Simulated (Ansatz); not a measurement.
Consider MnSi (space group P2_13, No. 198; a = 4.518 Å; ferromagnetic).

Calculations: Ansatz (an electronic-structure program), PBE, PAW, cutoff 420 eV, no spin-orbit coupling, earlier PAW set.

One change was made to it. Results:

The band gap stays zero; the lattice parameter a decreases by 0.095 Å to 4.423 Å; the largest site moment decreases by 0.115 μB (0.98 μB → 0.87 μB).

Task: Which of these changes matches the shifts?
A) pressure 0.9 GPa
B) pressure 4.5 GPa
C) pressure 2.1 GPa
D) pressure 15 GPa

Result: D, pressure 15 GPa. For comparison, the lattice parameter a in the other runs: pressure 2.1 GPa gives 4.503 Å; pressure 4.5 GPa gives 4.487 Å; pressure 0.9 GPa gives 4.512 Å.

Other magnetic orders, which the real material may have, were not ruled out. Load acts through the strain it causes; cell and atoms are relaxed under it. No phonon test of stability was made. Competing high-pressure phases were not computed.
